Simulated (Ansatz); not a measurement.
# ZnO: point defects

Take an 8-atom supercell of ZnO in the wurtzite structure (space group P6_3mc, No. 186; a = 3.230 Å, c = 5.215 Å) at its relaxed geometry as the base.

One neutral defect a cell, atoms relaxed at fixed cell.

Method: Ansatz (a quantum-chemistry and plane-wave program) PBEsol, no spin-orbit coupling.

| change | pressure | largest displacement of a host atom from its site in the perfect cell |
|---|---|---|
| perfect supercell | 0.0 GPa | – |
| H interstitial (started 2.06 Å from the nearest host atom), symmetric start | 3.4 GPa | 0.11 Å |
| Zn interstitial (started 2.06 Å from the nearest host atom) | … | … |
| Zr on a Zn site, symmetric start | 12.4 GPa | 0.29 Å |
| O interstitial (started 1.98 Å from the nearest host atom), symmetric start | 9.5 GPa | 0.34 Å |
| O vacancy, symmetric start | -9.5 GPa | 0.25 Å |

Problem. Some entries are withheld; estimate them.

Solution. 
- Zn interstitial (started 2.06 Å from the nearest host atom), pressure: 14.2 GPa
- Zn interstitial (started 2.06 Å from the nearest host atom), largest displacement of a host atom from its site in the perfect cell: 1.65 Å

The magnetic state is the one reached from the starting moments; the real material's order can differ, and small cells can't hold many antiferromagnetic ones. The cell is small, so the values are those of an ordered compound at a high defect concentration; dilute-limit values will differ. The mesh was chosen for an insulator and is coarse for the gapless case. Defects with a symmetric start kept the site's symmetry and may sit on a saddle; the others started slightly shaken. Starting moments died away, wholly or in part, for Zn interstitial (started 2.06 Å from the nearest host atom), Zr on a Zn site and O vacancy; another magnetic solution may exist.
